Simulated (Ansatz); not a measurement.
## What holes 1.0×10^21 cm⁻³ does to Si

Consider Si in the diamond structure (space group Fd-3m, No. 227; a = 5.444 Å).

Now apply this change: hole doping at 1.0×10^21 cm⁻³ (0.0403 per cell), with a uniform compensating background at fixed cell and a 300 K Fermi–Dirac width.

Calculations: r2SCAN (Ansatz, a quantum-chemistry and plane-wave program), no SOC, earlier PAW set. k-mesh 24×24×24 (Γ-centred); smearing 0.0259 eV (Fermi–Dirac).

| quantity | base | changed | shift |
|---|---|---|---|
| gap between the host's bands | 0.77 eV | 0.79 eV | +0.02 eV |
| gap character | indirect, Γ → a point along ⟨100⟩, about 1.0 Å⁻¹ from Γ | indirect, Γ → a point along ⟨100⟩, about 1.0 Å⁻¹ from Γ | – |
| valley order (the lowest conduction-band minima on the path, energy above the VBM, named in the base's zone) | a point along ⟨100⟩, about 1.0 Å⁻¹ from Γ 0.78 eV; L along ⟨111⟩ 1.84 eV | a point along ⟨100⟩, about 1.0 Å⁻¹ from Γ 0.80 eV; L along ⟨111⟩ 1.85 eV | – |
| Fermi level relative to the doped band's edge (positive inside the band; to 0.05 eV) | – | +0.30 eV | – |

Final structure:

```
CELL_PARAMETERS angstrom
      0.00000     2.72203     2.72203
      2.72203     0.00000     2.72203
      2.72203     2.72203     0.00000
ATOMIC_POSITIONS crystal
  Si 0.50000 0.50000 0.50000
  Si 0.75000 0.75000 0.75000
```
Cell charge +0.040337.

Carriers are added with a uniform compensating background; total energy and stress of such cells depend on the potential's zero and are not compared; many-body gap narrowing is missing at this level. Gaps are Kohn–Sham eigenvalue differences; semilocal functionals usually give less than the measured gap. Stability against distortions was not tested.
